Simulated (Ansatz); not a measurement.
Cell and atoms of amorphous Ge-Sb-Te (Ge$_{20}$Sb$_{10}$Te$_{22}$):

```
Ge10Sb5Te11
1.0
   11.66785     0.00000     0.00000
    0.00000    11.66785     0.00000
    0.00000     0.00000    11.66785
Ge Sb Te
20 10 22
Cartesian
 11.22027   4.57231   2.90402
  4.92932   8.48375   0.46906
  5.81651  11.60535   5.99137
  5.61614   6.27435   4.53084
  7.78759   3.34450   8.04045
  7.72093   4.41639   1.34383
  7.32681   2.11694  10.29871
 11.31237  11.55097   4.68391
  9.84316   0.39148   2.60484
  2.55057  10.90658   9.08783
  7.58436  11.51180   0.20226
  1.66436   1.27668   6.02348
  6.30027   0.56395   3.41209
  8.03604   3.26092   4.55090
  9.36550   2.86735   2.45656
  0.51730   1.64009   1.16924
  8.03601  10.31786   3.28973
  1.80499  11.05267   1.38335
  9.20574   5.24747  11.14417
  0.96915   7.59769   6.37169
 11.09199   5.30352   5.52921
  4.34810   1.12419   9.98580
  0.92946   3.60062   7.37209
  5.56767   8.36967   8.63539
  8.31637   5.39867   6.18406
  5.27211   3.24693   1.18269
  2.81620   4.85118   1.04737
  5.21136   5.58620   7.77984
 10.77744   8.52458  10.10068
  9.86978   9.16395   4.94689
  7.09743   9.05544   6.13404
  8.31567   6.90280   9.29923
  9.98924   3.03502   9.79939
  7.65549   8.81863   1.06004
  7.99667   6.44713   3.13341
  5.32533   3.47949   4.13478
  8.35759   1.25881   6.30865
  0.98218   9.52711   3.42991
  1.97688   2.65640  10.66398
 11.17103   6.60114   0.71315
  3.50647   9.62837   6.97191
  4.54728  11.19458   1.44751
  2.81939   5.49335   6.11540
  3.80225   7.24039   2.70260
  4.93960   5.56243  10.66571
  7.35424  11.26332   9.19168
  4.23005   2.05342   7.28227
  0.80315   6.60214   8.87203
 10.34754  11.28866   0.06818
  1.96831   9.17073  11.07204
  1.80797   3.10551   3.30228
  0.25642   0.03295   8.13292
```

Computed with PBE, scalar-relativistic without spin-orbit coupling, PAW (Ansatz default set, large-core Te) (plane waves to 420 eV; Ansatz, a program for electronic structure). Neutral PBE cell, which sets geometry, pressure and energy: sampling: a 2×2×2 Γ-centred mesh; Fermi-Dirac width 0.05 eV; no spin polarisation.

The cell was made by melting and quenching with the CHGNet potential and then relaxed with DFT. The hot cell started wider than the set density and was brought back towards it in steps. It is the lowest in DFT energy of 4 quenches. It is a model cell: composition and starting density were chosen by hand, and all elements were melted together. No dispersion term was used. Cooling ran many orders faster than in experiment, which tends to leave more defects and strain. Values belong to this one cell and scatter from quench to quench. The volume was held where the preparation left it.

**Question.** Give the pressure and the spacing of the highest filled and lowest empty levels.

**Answer.** 
The pressure on a 2×2×2 Γ-centred mesh is 1.26 GPa, the largest force and stress component on that mesh (the relaxation ran on one k-point at (1/4, 1/4, 1/4)) is 0.30 eV/Å and 1.4 GPa and the gap on a 2×2×2 Γ-centred mesh (PBE) is within the smearing (under twice its width).

**Question.** At PBE and the zone centre, how localised are the states just below and above the Fermi level (participation number: the atoms over which a state spreads)?

**Answer.** The highest filled state is spread over 24.4 atoms' worth, largest on Ge12, with weights by element (charge in smoothed Voronoi cells) Te 0.47, Ge 0.35, Sb 0.18. The lowest empty state is spread over 26.9 atoms' worth, largest on Ge3, with weights by element (charge in smoothed Voronoi cells) Ge 0.40, Te 0.37, Sb 0.23.

The levels at the Fermi energy are partly filled. A closed spacing in one fast-quenched cell at PBE doesn't show the material to be a metal.

Neighbours within Ge-Ge 2.85 Å, Ge-Sb 3.02 Å, Ge-Te 3.08 Å, Sb-Sb 3.16 Å, Sb-Te 3.32 Å, Te-Te 3.31 Å count as bonded.
